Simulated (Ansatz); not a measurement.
The reference is V in the bcc (W type) structure (space group Im-3m, No. 229; a = 2.959 Å).

Structures relaxed with PBEsol/PAW in Ansatz (an electronic-structure program), scalar-relativistic without spin-orbit coupling.

Base:

Simulated powder pattern, Cu Kα, λ = 1.54184 Å (kinematic, ideal powder, no thermal factors, no anomalous dispersion; the 10 strongest lines at most, above 2 %, up to 2θ = 90°):

```tsv
2θ (°)	I/Imax (%)	hkl
43.25	100	(110)
62.82	15	(200)
79.32	28	(211)
```

After one change:

Simulated powder pattern, Cu Kα, λ = 1.54184 Å (kinematic, ideal powder, no thermal factors, no anomalous dispersion; the 10 strongest lines at most, above 2 %, up to 2θ = 90°):

```csv
2θ (°),I/Imax (%)
44.28,100
64.41,14
81.50,27
```

Task: Which of these changes matches the shifts?
(A) pressure −2 GPa
(B) pressure 15 GPa
(C) pressure 0.9 GPa
(D) pressure 4.5 GPa

Result: B, pressure 15 GPa. Its volume per atom is 12.11 Å³ against 12.95 Å³, and its space group is Im-3m (No. 229).

Load acts through the strain it causes; cell and atoms are relaxed under it. Stability against distortions was not tested. Competing high-pressure phases were not computed. Seeded moments were not kept for the base. The final runs are not spin-polarised.
